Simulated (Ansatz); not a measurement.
Results of revPBE in Ansatz (plane waves, PAW) for cubic perovskite BaHfO₃.

Settings: plane-wave cutoff 520 eV, 8×8×8 k mesh, Fermi–Dirac smearing 0.01 eV, scalar-relativistic PAW data made under PBE.

Response to compression and expansion:

```csv
V (Å³/atom),P (GPa),direct gap at Γ (eV),smallest gap on the k mesh (eV)
14.245,10.40,3.835,3.763
14.548,6.55,3.826,3.721
14.851,3.10,3.813,3.678
15.155,0.00,3.796,3.634
15.458,-2.78,3.775,3.590
15.761,-5.28,3.752,3.546
16.064,-7.52,3.726,3.501
```

The fundamental gap (3.63 eV at the equilibrium volume, with added k points) lies elsewhere than Γ–Γ.

Spin–orbit coupling is not included.

Ansatz is a quantum-chemistry and plane-wave program.
